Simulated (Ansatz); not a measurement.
**Au (Im-3m, No. 229, 1 atom in the cell; start mp-2647062; another form than the element's usual one)**

Level of theory: LDA in Ansatz (plane waves, PAW).

Settings: plane-wave cutoff 520 eV, 24×24×24 k mesh, Fermi–Dirac smearing 0.05 eV, scalar-relativistic PAW data made under PBE.

Cell (relaxed at this level):

```xyz
1
Lattice="-1.6074 1.6074 1.6074 1.6074 -1.6074 1.6074 1.6074 1.6074 -1.6074" Properties=species:S:1:pos:R:3 pbc="T T T"
Au     0.0000     0.0000     0.0000
```

For Au (Im-3m, No. 229, 1 atom in the cell; start mp-2647062; another form than the element's usual one), the band gap is none. The bulk modulus is 193 GPa.

Note: the relaxation could not lower the start's symmetry, so the cell can be a saddle point above a distorted one; the bulk modulus is −V dP/dV from two relaxed cells at ±2 % in volume.

Spin–orbit coupling is not included; it can shift volumes and moduli of such heavy elements.

Cost on a shared machine: roughly 26 core-seconds.

A start named mp-… is a Materials Project structure, which need not be a measured phase.

Ansatz is a first-principles code.
